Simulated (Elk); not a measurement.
Worked example: self-consistent single point of ScTa (P4/mmm, 2 atoms in the cell) in Elk.

Method: Elk 10.2.4 with PBE, spin-orbit coupling in second variation, all-electron FP-LAPW, Elk's shipped species files, APW+lo basis with extra local orbitals.

```yaml
crystal:
  lattice:
    - [3.10454, 0.00000, 0.00000]
    - [0.00000, 3.10454, 0.00000]
    - [0.00000, 0.00000, 4.06916]
  atoms:
    - { symbol: Sc, position: [0.50000, 0.50000, 0.50000] }
    - { symbol: Ta, position: [0.00000, 0.00000, 0.00000] }
```

Reference input (self-consistent single point, DFT, PBE, all-electron FP-LAPW, Elk's shipped species files, APW+lo basis with extra local orbitals): xctype = 20; rgkmax = 8; stype = 0; swidth = 0.00734986 Ha; ngridk = 7 7 6; gmaxvr = 16 1/bohr; nxlo = 2; lorbcnd = true; rmtscf = 0.99; lmaxi = 2; maxscl = 100. This run's input differs from it in these lines:

```diff
@@ -5,2 +5,5 @@
   20
+
+spinorb
+  .true.
 
@@ -23,2 +26,5 @@
   2
+
+nempty
+  10
```

Output (repeated stretches shortened):

```
│ Self-consistent loop started │
│ Loop number : 1 │
 total energy                :     -16382.6338563
 total moment                :  -0.2428329697E-23  0.7772604336E-22 -0.2172832272E-26
│ Loop number : 2 │
 total energy                :     -16383.1691773
 total moment                :  -0.6506807027E-22 -0.7957027371E-22 -0.3970402166E-24
RMS change in Kohn-Sham potential (target) :   0.1958359445     (  0.1000000000E-05)
Absolute change in total energy (target)   :   0.5353209775     (  0.1000000000E-03)
│ Loop number : 3 │
 total energy                :     -16383.1795915
   [... lines left out ...]
 total energy                :     -16390.5020357
 total moment                :   0.5208789564E-21 -0.4604817485E-21 -0.1070444124E-21
RMS change in Kohn-Sham potential (target) :   0.5014380282E-05 (  0.1000000000E-05)
Absolute change in total energy (target)   :   0.2431798603E-03 (  0.1000000000E-03)
│ Loop number : 15 │
 total energy                :     -16390.5021333
 total moment                :  -0.1473504295E-21  0.2279527814E-21 -0.3621079835E-22
RMS change in Kohn-Sham potential (target) :   0.1593322894E-06 (  0.1000000000E-05)
Absolute change in total energy (target)   :   0.3674364052E-04 (  0.1000000000E-03)
Convergence targets achieved

│ Loop number : 16 │

Energies :
 Fermi                       :     0.338137448389
 xc effective B-field        :    -0.865908184440E-07
 external B-field            :      0.00000000000
 total energy                :     -16390.5021215
 (external B-field energy excluded from total)

Density of states at Fermi energy :    61.22882386
 (states/Hartree/unit cell)

Estimated indirect band gap :   0.3116798429E-02
 from k-point      7 to k-point     25
Estimated direct band gap   :   0.1592328225E-01
 at k-point     40

Charges :
 core                        :    56.00000000
 valence                     :    38.00000000
 interstitial                :    3.213416589
 muffin-tins (core leakage)
  species :    1 (Sc)
   atom    1                 :    19.23823640     (  0.4313871926E-08)
  species :    2 (Ta)
   [... lines left out ...]
 muffin-tins
  species :    1 (Sc)
   atom    1                 :   0.1069498149E-21  0.1059804140E-21   0.000000000
  species :    2 (Ta)
   atom    1                 :  -0.9283552338E-23  0.1678208252E-21   0.000000000
 total in muffin-tins        :   0.9766626259E-22  0.2738012392E-21   0.000000000
 total moment                :  -0.8754902813E-21  0.4180482091E-21  0.5408235748E-21

│ Self-consistent loop stopped │
```

The run converged in 16 iterations. The count includes the last loop, which Elk runs after its targets are met. 

The starting cell was generated: these elements placed on a structure prototype, without a prior relaxation; it need not be a known phase or ordering of this composition. Values depend on the basis (sphere radii, cutoffs, local orbitals), which need not be converged. The log's line on a gap gives a spacing of levels on this mesh, which the program prints for metals too.

Cost on one core of a shared machine: roughly 40 s.
